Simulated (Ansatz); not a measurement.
Input and output of a relaxation of the atoms for LuSi2Os2 (I4mm, 5 atoms in the cell) (Ansatz, a quantum-chemistry and plane-wave program).

Level of theory: LDA (PW92), default PAW files made with PBE (plane waves; Ansatz).

The change in words: one atom moved by 0.15 angstrom; relax: default → atoms; relax.f_tol: default → 0.2 eV/Å. Reference geometry:
```xyz
5
Lattice="-2.0843 2.0843 4.7288 2.0843 -2.0843 4.7288 2.0843 2.0843 -4.7288" Properties=species:S:1:pos:R:3 pbc="T T T"
Lu     0.0000     0.0000     0.0000
Si     0.0000     0.0000     5.9408
Si     0.0000     0.0000     3.5168
Os     0.0000     2.0843     2.3644
Os     2.0843     0.0000     2.3644
```

Reference input (self-consistent single point, DFT, LDA (PW92), plane waves, default PAW files made with PBE): basis.ecutwfc = 420 eV; kpoints.mp_grid.grid = 9 9 9; hamiltonian.xc = lda; hamiltonian.pseudopotentials = {kind: paw} (the program's default PAW files); scf.occupations.method = gaussian; scf.occupations.width = 0.1 eV. This run's input differs from it in these lines:

```diff
@@ -7,3 +7,3 @@
   atoms:
-    - { symbol: Lu, position: [0.000000, 0.000000, 0.000000] }
+    - { symbol: Lu, position: [0.015860, 0.015860, 0.000000] }
     - { symbol: Si, position: [0.628150, 0.628150, 0.000000] }
@@ -21,2 +21,4 @@
   occupations: { method: gaussian, width: 0.1 }
+relax:
+  f_tol: 0.2
 output:
```

The program printed (abridged):

```
   [... SCF lines of the steps left out ...]
relax step   1: F+E_penalty+E_count = -37950.60405336 eV  Δ(F+E_penalty+E_count) = +0.000e0 eV  max|allowed force component| = 5.964e-1 eV/Å  Δτ_max = 0.0000 Å  (6 SCF iters, dr2 threshold 1.00e-4 eV, accepted)
relax step   2: F+E_penalty+E_count = -37950.64734464 eV  Δ(F+E_penalty+E_count) = -4.329e-2 eV  max|allowed force component| = 8.458e-2 eV/Å  Δτ_max = 0.1377 Å  (9 SCF iters, accepted)
the relaxation is at rest under the 8 symmetry operations that the run kept from its start: a minimum is not shown …
Free energy (F): -37950.647345 eV
Internal energy: -37950.634575 eV  (E = F + TS)
E sigma→0 (E₀):  -37950.640960 eV
Entropy (-TS):   -0.012769 eV (-2.554 meV/atom)
Fermi energy:    16.603346 eV
--- Forces (eV/Å), atoms counted from 1 ---
  atom   1  Lu     0.00000000     0.00000000     0.08456306
  atom   2  Si     0.00000000    -0.00000000     0.02794635
  atom   3  Si    -0.00000000     0.00000000    -0.04884752
  atom   4  Os    -0.00000000    -0.00000000    -0.03187182
  atom   5  Os     0.00000000    -0.00000000    -0.03187182
--- Stress (GPa, compression-positive) ---
   [... lines left out ...]
    - { symbol: Si, position: [0.6320902777747269, 0.6320902777747269, -4.3890963730833416e-35] }
    - { symbol: Si, position: [0.3751552565387843, 0.3751552565387843, 4.851106517618431e-35] }
    - { symbol: Os, position: [0.753655835618772, 0.25365583561877203, 0.5] }
    - { symbol: Os, position: [0.25365583561877203, 0.753655835618772, 0.5] }
```

The run converged. 

Summary of the result:
```
Item                                                     Result
-----------------------------------------------  --------------
Free energy E − TS (on the zero of these files)  -37950.6473 eV
Fermi level (on the code's own zero)                   16.60 eV
Pressure                                              -7.75 GPa
Largest force (vector length)                        0.085 eV/Å
Relaxation steps                                              2
```

The starting cell comes from a database of computed structures (which also holds hypothetical and non-ambient phases and stackings), without a prior relaxation at this level. Its lattice was rescaled by up to half a per cent. For this run, on top of that: one atom moved by 0.15 angstrom. Spin polarisation is off. The relaxation keeps the symmetry of its start, so its end need not be a minimum. Ansatz's pressure includes its estimate of the finite-basis (Pulay) stress.

Cost on one core of a shared machine: roughly 60 s.

Keys are those of Ansatz 0.2.
